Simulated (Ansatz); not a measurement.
The starting structures come from a database of crystals and need not be the phases stable at ambient conditions.

 Where the default PAW files enter, the runs use the earlier of Ansatz's two default sets.

The decay constant κ of evanescent states in the gap governs leakage through a thin film.

Input:

```
Li2ZrN2
1.0
    5.43381     0.00000     0.00000
    0.00000     5.67820     0.00000
    0.00000     2.83910     1.63916
Li Zr N
2 1 2
Cartesian
  3.34956   4.73183   1.63916
  2.08425   6.62457   1.63916
  0.00000   0.00000   0.00000
  1.21228   4.73183   1.63916
  4.22153   6.62457   1.63916
```

Space group of this cell: P-3m1. The cell is taken as given.

Transport runs along the normal of the first two printed cell vectors, the (110) plane of the conventional cell.

No gap correction and no spin-orbit coupling; mid-gap values are interpolated between computed energies.

Task: Predict the band gap and the smallest decay constant κ at mid-gap from r2SCAN (Ansatz, a program for electronic structure).

Result: Gap 2.11 eV on a 6×18×18 mesh; κ = 0.225 1/Å, at the zone centre.
